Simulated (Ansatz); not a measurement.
Ir on the Ga site (Ir_Ga) in metastable alpha Ga2O3 (start: the Ga site; 120-site cell, 2×2×2 Γ-centred sampling). Method: PBE, PAW (plane waves to 420 eV; Ansatz, a first-principles code). Total energies of the localised charge states, counted from that of charge +2, and their image corrections (point charge with alignment); the host's valence-band maximum lies at 8.595 eV on the cells' energy zero and its gap is 2.40 eV.

| charge | moment (μB) | E − E(first) (eV) | correction (eV) |
|---|---|---|---|
| +2 | 2.0 | 0.000 | 0.726 |
| +1 | 1.0 | 9.905 | 0.253 |
| 0 | not spin-polarised | 20.342 | 0.001 |

Question: Derive the transition levels above the valence-band maximum and say which of them are thermodynamic.

Answer: A level is the Fermi energy at which two charges have equal formation energy: ε(q/q′) = [E(q′) + corr(q′) − E(q) − corr(q)] / (q − q′) − E_VBM.
ε(+2/+1) = [(9.905 + 0.253) − (0.000 + 0.726)] / 1 − 8.595 = 0.84 eV
ε(+1/0) = [(20.342 + 0.001) − (9.905 + 0.253)] / 1 − 8.595 = 1.59 eV
Thermodynamic levels at least 0.1 eV inside the gap: (+2/+1) at 0.84 eV; (+1/0) at 1.59 eV. They hold to tenths of an eV in this cell. Charges with a result: +2, +1, 0, −1. Others weren't obtained, and one of them could lie lower, also by skipping a charge. At charge −1 the carrier sat in host band states, shallow at most. Flagged in the runs: a host whose relaxation on this sampling wasn't shown to rest.
